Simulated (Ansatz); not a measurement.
Consider AlAs in the zinc blende structure (space group F-43m, No. 216; a = 5.7281 Å).

Computed with PBE/PAW in Ansatz (a program for electronic structure), without spin-orbit coupling, earlier PAW set.

One change was made to it. Results:

```json
[
 {"quantity": "electron mass", "base": "0.90 mₑ along k, 0.24 mₑ across (at X)", "after": "0.71 mₑ along k, 0.22 mₑ across (at X)"},
 {"quantity": "hole mass (degenerate bands, along [100])", "base": "0.11, 0.49, 0.49 mₑ (at Γ)", "after": "0.17, 0.44, 0.44 mₑ (at Γ)"},
 {"quantity": "lattice parameter a", "base": "5.728 Å", "after": "5.391 Å"},
 {"quantity": "gap character", "base": "indirect, Γ → X", "after": "indirect, Γ → X"}
]
```

### Question
Which of these changes matches the shifts?
(A) pressure 18 GPa
(B) pressure 60 GPa
(C) pressure −2 GPa
(D) pressure 4.2 GPa
(E) pressure 9 GPa

### Answer
A, pressure 18 GPa. For comparison, the electron mass in the other runs: pressure −2 GPa gives 0.093 mₑ (at Γ); pressure 4.2 GPa gives 0.83 mₑ along k, 0.24 mₑ across (at X); pressure 9 GPa gives 0.78 mₑ along k, 0.23 mₑ across (at X); pressure 60 GPa gives 0.64 mₑ along k, 0.19 mₑ across (off the special points).

Load acts through the strain it causes; cell and atoms are relaxed under it. Effective masses come from finite differences of ±0.01 Å⁻¹. Along k means along the line from Γ to the band edge. Whether these cells are dynamically stable was not tested. Measured, AlAs leaves this structure (for the NiAs type) near 12 GPa (temperature not stated; as listed in Datta, Sujoy, Jana, Debnarayan, arXiv (2020)), on rising pressure, with hysteresis.
